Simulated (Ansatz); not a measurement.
Nb under a change: uniaxial stress, 8 GPa compression along x

Start from Nb in the bcc (W type) structure (space group Im-3m, No. 229; a = 3.273 Å; relaxed with 0.1 eV smearing). Axes: x, y, z lie along the cube axes.

It is then changed as follows: uniaxial stress, 8 GPa compression along x; all other stress components relax to zero.

Method: DFT with PBEsol, PAW potentials and a 420 eV plane-wave cutoff in Ansatz (a program for electronic structure), scalar-relativistic without spin-orbit coupling, earlier PAW set. k-mesh 28×28×28 (Γ-centred); smearing 0.1 eV (Fermi–Dirac).

```json
[
 {"quantity": "volume per atom", "base": "17.53 Å³", "changed": "17.31 Å³", "shift": "-0.22 Å³"},
 {"quantity": "space group", "base": "Im-3m (No. 229)", "changed": "I4/mmm (No. 139)", "shift": "–"},
 {"quantity": "shortest interatomic distance", "base": "2.834 Å", "changed": "2.826 Å", "shift": "-0.0086 Å"},
 {"quantity": "energy relative to the base (free energy F)", "base": "0 meV/atom", "changed": "+22 meV/atom", "shift": "+22 meV/atom"},
 {"quantity": "band gap", "base": "zero", "changed": "zero", "shift": "–"},
 {"quantity": "strain response (xx, yy, zz)", "base": "–", "changed": "(−5.06, +1.99, +1.99) %", "shift": "–"}
]
```

Beyond what the load breaks, stability against distortions was not tested. The final runs are not spin-polarised.
